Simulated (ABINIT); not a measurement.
Band structure of CaS (Fm-3m, 2 atoms in the cell).

```
CaS
1.0
    0.00000     2.85237     2.85237
    2.85237     0.00000     2.85237
    2.85237     2.85237     0.00000
Ca S
1 1
Direct
  0.00000   0.00000   0.00000
  0.50000   0.50000   0.50000
```

Method of the run: PBEsol, norm-conserving pseudopotentials (PseudoDojo nc-sr-04 PBEsol standard) (plane waves; ABINIT).

Settings: pseudos = [Ca.upf, S.upf]; ecut = 925 eV; ixc = -116133; occopt = 1; ngkpt = 8 8 8; nshiftk = 1; shiftk = 0 0 0; potentials = PseudoDojo nc-sr-04 PBEsol standard; kptopt = 1; nstep = 80; toldfe1 = 1e-09 Ha; diemac = 6; ndtset = 2.

The starting cell comes from a database of computed structures (which also holds hypothetical and non-ambient phases and stackings), without a prior relaxation at this level.

Q: Predict the gap along the standard path and the places of the band edges.

A: The gap along the path is 2.25 eV, from Γ to X; the smallest direct gap on it is 3.07 eV.

Levels in eV from the top of the valence band on the SCF mesh, bands 5 to 12:
| point | 5 | 6 | 7 | 8 | 9 | 10 | 11 | 12 |
|---|---|---|---|---|---|---|---|---|
| Γ | -11.31 | 0.00 | 0.00 | 0.00 | 3.94 | 4.09 | 4.09 | 4.09 |
| X | -10.68 | -2.31 | -0.82 | -0.82 | 2.25 | 5.56 | 5.86 | 6.73 |
| W | -10.56 | -1.81 | -1.81 | -1.56 | 4.74 | 4.74 | 5.91 | 6.38 |
| K | -10.57 | -2.07 | -1.90 | -1.03 | 3.58 | 6.24 | 6.35 | 6.38 |
| L | -10.49 | -3.13 | -1.16 | -1.16 | 5.04 | 6.00 | 6.15 | 6.15 |
| U | -10.57 | -2.07 | -1.90 | -1.03 | 3.58 | 6.24 | 6.35 | 6.38 |
